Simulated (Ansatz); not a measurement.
## zinc-blende InP (1 1 1) on wurtzite AlN (0 0 1) (film strained to the substrate, started from cuts of the bulks and a machine-learned relaxation; metallic at this level, with no gap by band count)

A periodic stack without vacuum, zinc-blende InP (1 1 1) on wurtzite AlN (0 0 1) (film strained to the substrate, started from cuts of the bulks and a machine-learned relaxation; metallic at this level, with no gap by band count): substrate slab Al42N42, film In16P16, surface cells [[-3, -1], [-2, -3]] and [[2, 0], [0, 2]], film strained by -1.7 and -1.7 %, outermost planes Al/N and P/In as cut, which need not be the usual terminations and can put a slab off its formula.

The start was prepared with a machine-learned potential, and the result is one local minimum, with the in-plane cell held and forces under 0.04 eV/Å; the film can end far from its bulk form.

The numbers are results of PBE (plane waves to 420 eV, PAW; Ansatz, an electronic-structure program), not measurements. No spin–orbit coupling; the runs are not spin-polarised; PBE gaps are too small against experiment. Its k-point mesh 3×3×1, Fermi–Dirac width 0.05 eV.

* **interface area**: 59.4 Å²
* **period**: 30.05 Å
* **gaps between the outermost planes at the two interfaces**: 0.49 and 1.85 Å
* **Al–In contacts across the interfaces within 1.22 times the sum of covalent radii**: 11, mean 2.83 Å
* **N–P contacts across the interfaces within 1.22 times the sum of covalent radii**: 11, mean 1.69 Å
* **two interfaces**: unlike, so that offsets are their mean

```yaml
crystal:
  lattice:
    - [8.28173, 0.00008, 0.04963]
    - [4.14092, 7.17232, 0.00394]
    - [-0.64908, -0.51932, 30.04557]
  atoms:
    - { symbol: Al, position: [0.69339, 0.71062, 0.02884] }
    - { symbol: Al, position: [0.24204, 0.78155, 0.02928] }
    - { symbol: Al, position: [0.57821, 0.34104, 0.03032] }
    - { symbol: Al, position: [0.06775, 0.57763, 0.03013] }
    - { symbol: Al, position: [0.46851, 0.07841, 0.02948] }
    - { symbol: Al, position: [0.95753, 0.19977, 0.02889] }
    - { symbol: Al, position: [0.84171, 0.94485, 0.03465] }
    - { symbol: Al, position: [0.92840, 0.48189, 0.11247] }
    - { symbol: Al, position: [0.50079, 0.62642, 0.11288] }
    - { symbol: Al, position: [0.78678, 0.19808, 0.11486] }
    - { symbol: Al, position: [0.35588, 0.34147, 0.11283] }
    - { symbol: Al, position: [0.64228, 0.91142, 0.11501] }
    - { symbol: Al, position: [0.21674, 0.05372, 0.11214] }
    - { symbol: Al, position: [0.07385, 0.76723, 0.11519] }
    - { symbol: N, position: [0.68919, 0.67268, 0.09205] }
    - { symbol: N, position: [0.26259, 0.81348, 0.09244] }
    - { symbol: N, position: [0.54800, 0.38700, 0.09313] }
    - { symbol: N, position: [0.11796, 0.52916, 0.09272] }
    - { symbol: N, position: [0.40541, 0.10153, 0.09155] }
    - { symbol: N, position: [0.97801, 0.24137, 0.09141] }
    - { symbol: N, position: [0.83403, 0.95719, 0.09834] }
    - { symbol: N, position: [0.92953, 0.48813, 0.17595] }
    - { symbol: N, position: [0.50147, 0.63137, 0.17621] }
    - { symbol: N, position: [0.78700, 0.20455, 0.17758] }
    - { symbol: N, position: [0.35835, 0.34508, 0.17616] }
    - { symbol: N, position: [0.64248, 0.91662, 0.17764] }
    - { symbol: N, position: [0.21575, 0.05999, 0.17573] }
    - { symbol: N, position: [0.07499, 0.77269, 0.17779] }
    - { symbol: Al, position: [0.69215, 0.67920, 0.19766] }
    - { symbol: Al, position: [0.26499, 0.82382, 0.19755] }
    - { symbol: Al, position: [0.54782, 0.39618, 0.19752] }
    - { symbol: Al, position: [0.12091, 0.53656, 0.19751] }
    - { symbol: Al, position: [0.40506, 0.10991, 0.19769] }
    - { symbol: Al, position: [0.97896, 0.25219, 0.19757] }
    - { symbol: Al, position: [0.83515, 0.96623, 0.19751] }
    - { symbol: Al, position: [0.93167, 0.49734, 0.28159] }
    - { symbol: Al, position: [0.50284, 0.64005, 0.28181] }
    - { symbol: Al, position: [0.78776, 0.21231, 0.28103] }
    - { symbol: Al, position: [0.35885, 0.35482, 0.28174] }
    - { symbol: Al, position: [0.64570, 0.92534, 0.28125] }
    - { symbol: Al, position: [0.21754, 0.06810, 0.28185] }
    - { symbol: Al, position: [0.07549, 0.78244, 0.28119] }
    - { symbol: N, position: [0.69327, 0.68486, 0.26064] }
    - { symbol: N, position: [0.26554, 0.82908, 0.26056] }
    - { symbol: N, position: [0.54852, 0.40112, 0.26059] }
    - { symbol: N, position: [0.12135, 0.54271, 0.26047] }
    - { symbol: N, position: [0.40657, 0.11497, 0.26073] }
    - { symbol: N, position: [0.97974, 0.25714, 0.26065] }
    - { symbol: N, position: [0.83611, 0.97149, 0.26062] }
    - { symbol: N, position: [0.93233, 0.50311, 0.34450] }
    - { symbol: N, position: [0.50404, 0.64497, 0.34492] }
    - { symbol: N, position: [0.78789, 0.21848, 0.34397] }
    - { symbol: N, position: [0.35841, 0.36045, 0.34481] }
    - { symbol: N, position: [0.64709, 0.93060, 0.34424] }
    - { symbol: N, position: [0.21856, 0.07257, 0.34500] }
    - { symbol: N, position: [0.07754, 0.78753, 0.34425] }
    - { symbol: Al, position: [0.69498, 0.69461, 0.36575] }
    - { symbol: Al, position: [0.26750, 0.83592, 0.36627] }
    - { symbol: Al, position: [0.54952, 0.40891, 0.36552] }
    - { symbol: Al, position: [0.12094, 0.55420, 0.36610] }
    - { symbol: Al, position: [0.40985, 0.12274, 0.36549] }
    - { symbol: Al, position: [0.97940, 0.26684, 0.36470] }
    - { symbol: Al, position: [0.83901, 0.98022, 0.36417] }
    - { symbol: Al, position: [0.93136, 0.51160, 0.45028] }
    - { symbol: Al, position: [0.51117, 0.64811, 0.45064] }
    - { symbol: Al, position: [0.78853, 0.22524, 0.44710] }
    - { symbol: Al, position: [0.35655, 0.36912, 0.45086] }
    - { symbol: Al, position: [0.65279, 0.93930, 0.44903] }
    - { symbol: Al, position: [0.21874, 0.08463, 0.44738] }
    - { symbol: Al, position: [0.07450, 0.80186, 0.45033] }
    - { symbol: N, position: [0.69630, 0.69959, 0.42875] }
    - { symbol: N, position: [0.27102, 0.84010, 0.43033] }
    - { symbol: N, position: [0.54812, 0.41252, 0.42854] }
    - { symbol: N, position: [0.11723, 0.56455, 0.42951] }
    - { symbol: N, position: [0.41137, 0.12618, 0.42845] }
    - { symbol: N, position: [0.97995, 0.27195, 0.42752] }
    - { symbol: N, position: [0.84228, 0.98646, 0.42646] }
    - { symbol: N, position: [0.93085, 0.46061, 0.51349] }
    - { symbol: N, position: [0.54840, 0.61869, 0.51158] }
    - { symbol: N, position: [0.78224, 0.23301, 0.51172] }
    - { symbol: N, position: [0.29574, 0.38088, 0.50942] }
    - { symbol: N, position: [0.70259, 0.94389, 0.50827] }
    - { symbol: N, position: [0.21082, 0.09804, 0.51243] }
    - { symbol: N, position: [0.06726, 0.86596, 0.51410] }
    - { symbol: In, position: [0.77516, 0.96107, 0.61318] }
    - { symbol: In, position: [0.74314, 0.44960, 0.61679] }
    - { symbol: In, position: [0.26739, 0.91371, 0.62130] }
    - { symbol: In, position: [0.21986, 0.40384, 0.61272] }
    - { symbol: In, position: [0.41719, 0.60293, 0.72620] }
    - { symbol: In, position: [0.42861, 0.10400, 0.73037] }
    - { symbol: In, position: [0.91712, 0.62059, 0.73197] }
    - { symbol: In, position: [0.93434, 0.11082, 0.73553] }
    - { symbol: In, position: [0.09594, 0.28862, 0.84885] }
    - { symbol: In, position: [0.09817, 0.78039, 0.84949] }
    - { symbol: In, position: [0.59112, 0.28745, 0.84299] }
    - { symbol: In, position: [0.57883, 0.78320, 0.84604] }
    - { symbol: In, position: [0.76166, 0.06630, 0.94796] }
    - { symbol: In, position: [0.74035, 0.46286, 0.96397] }
    - { symbol: In, position: [0.25449, 0.01859, 0.96731] }
    - { symbol: In, position: [0.30474, 0.37608, 0.96553] }
    - { symbol: P, position: [0.15827, 0.33009, 0.53135] }
    - { symbol: P, position: [0.22257, 0.91712, 0.53529] }
    - { symbol: P, position: [0.73824, 0.44837, 0.53149] }
    - { symbol: P, position: [0.82113, 0.02298, 0.53042] }
    - { symbol: P, position: [0.93654, 0.12246, 0.65124] }
    - { symbol: P, position: [0.90145, 0.63072, 0.64627] }
    - { symbol: P, position: [0.44161, 0.08445, 0.64470] }
    - { symbol: P, position: [0.40505, 0.57523, 0.64137] }
    - { symbol: P, position: [0.58058, 0.77297, 0.76038] }
    - { symbol: P, position: [0.59253, 0.27862, 0.75896] }
    - { symbol: P, position: [0.09729, 0.77586, 0.76373] }
    - { symbol: P, position: [0.09670, 0.28743, 0.76339] }
    - { symbol: P, position: [0.27080, 0.44779, 0.88163] }
    - { symbol: P, position: [0.25366, 0.96036, 0.88270] }
    - { symbol: P, position: [0.75667, 0.45517, 0.87842] }
    - { symbol: P, position: [0.75445, 0.95096, 0.86921] }
```
